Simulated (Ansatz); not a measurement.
Hg (R-3m, No. 166, 1 atoms in the cell), treated with LDA in Ansatz (plane waves, PAW).

Run with plane-wave cutoff 520 eV, 20×20×20 k mesh, Fermi–Dirac smearing 0.05 eV, scalar-relativistic PAW data made under PBE.

Response to compression and expansion:

Shape and atoms are relaxed at each volume.

```tsv
V (Å³/atom)	P (GPa)	c (Å)	a (Å)
21.848	2.00	6.450	3.425
22.303	0.92	6.419	3.469
22.758	0.01	6.380	3.515
23.213	-0.72	6.330	3.564
23.668	-0.26	5.892	3.730
```

Note: the relaxation could not lower the start's symmetry, so the cell can be a saddle point above a distorted one.

Ansatz is a first-principles code.
